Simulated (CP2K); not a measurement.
CP2K run on CaGa₄ (P1, 5 atoms in the cell): self-consistent single point.

Method: CP2K with LDA (Pade form), GPW, DZVP-MOLOPT-SR-GTH basis, GTH-PADE potentials (GTH_POTENTIALS).

```
CaGa4
1.0
    4.31309     0.00000     0.00000
    0.01124     4.31307     0.00000
   -2.13500    -2.12944     5.28535
Ca Ga
1 4
Direct
  0.99938   0.99873   0.99894
  0.38928   0.39440   0.76718
  0.61352   0.61293   0.23227
  0.75457   0.23899   0.50537
  0.24325   0.75496   0.49624
```

Reference input (self-consistent single point, DFT LDA (Pade form), GPW, DZVP-MOLOPT-SR-GTH basis, GTH-PADE potentials (GTH_POTENTIALS)): CUTOFF = 600 Ry; REL_CUTOFF = 50 Ry; SMEAR/METHOD = MARZARI_VANDERBILT; SIGMA = 0.05 eV; KPOINTS/SCHEME = MONKHORST-PACK 5 5 4; GAMMA_CENTERED = T; XC_FUNCTIONAL = PADE; Ca/BASIS_SET = DZVP-MOLOPT-SR-GTH; Ca/POTENTIAL = GTH-PADE-q10; Ga/BASIS_SET = DZVP-MOLOPT-SR-GTH; Ga/POTENTIAL = GTH-PADE-q13; METHOD = GPW. This run's input differs from it in these lines:

```diff
@@ -35,3 +35,3 @@
         METHOD MARZARI_VANDERBILT
-        SIGMA [eV] 0.05
+        SIGMA [eV] 0.2
       &END SMEAR
```

Log, with long lists cut:

```
 SCF WAVEFUNCTION OPTIMIZATION

  Step     Update method      Time    Convergence         Total energy    Change
     1 NoMix/Diag. 0.20E+00      -     1.47930706      -335.5544207269 -3.36E+02
     2 Broy./Diag. 0.20E+00      -     0.02603963      -336.0852485393 -5.31E-01
     3 Broy./Diag. 0.20E+00      -     0.04466568      -335.3796344607  7.06E-01
     4 Broy./Diag. 0.20E+00      -     0.00501984      -334.9214097103  4.58E-01
     5 Broy./Diag. 0.20E+00      -     0.00226279      -334.9175602991  3.85E-03
     6 Broy./Diag. 0.20E+00      -     0.00164923      -334.9440162561 -2.65E-02
   [... 4 lines left out ...]
    11 Broy./Diag. 0.20E+00      -     0.00000796      -334.9473568688  5.10E-05
    12 Broy./Diag. 0.20E+00      -     0.00000341      -334.9473948888 -3.80E-05
    13 Broy./Diag. 0.20E+00      -     0.00000162      -334.9474135404 -1.87E-05
    14 Broy./Diag. 0.20E+00      -     0.00000017      -334.9474181572 -4.62E-06
  *** SCF run converged in    14 steps ***

  Overlap energy of the core charge distribution:               0.00000000134991
  Self energy of the core charge distribution:               -461.50766980735364
  Core Hamiltonian energy:                                    132.77203896649056
  Hartree energy:                                              38.65631103909151
  Exchange-correlation energy:                                -44.86799135441714
  Smearing free energy correction:                             -0.00010700237447
  Fermi energy:                                                 0.23687340922769

  Total energy:                                              -334.94741815716174

 ENERGY| Total FORCE_EVAL ( QS ) energy [hartree]           -334.947418367811736

 FORCES| Atomic forces [hartree/bohr]
   [... lines left out ...]

 STRESS| Analytical stress tensor [bar]
 STRESS|                        x                   y                   z
 STRESS|      x       -1.38488286790E+04   2.25671876312E+02   3.17593642892E+01
 STRESS|      y        2.25671876312E+02  -2.36239657794E+04   3.77532513636E+03
 STRESS|      z        3.17593642892E+01   3.77532513636E+03  -1.89080617067E+04
 STRESS| 1/3 Trace                                            -1.87936187217E+04
```

The run converged in 14 iterations. Against the reference run the free energy is nearly the same (within 1 meV/atom), the pressure hardly changes (-1.87 to -1.88 GPa) and the largest force goes from 0.203 to 0.210 eV/Å.

The starting cell comes from a database of computed structures (which also holds hypothetical and non-ambient phases and stackings), without a prior relaxation at this level. Its atoms were displaced at random from the sites of space group no. 12. Values carry the incompleteness of an atom-centred basis.

Cost on one core of a shared machine: roughly 2 min.
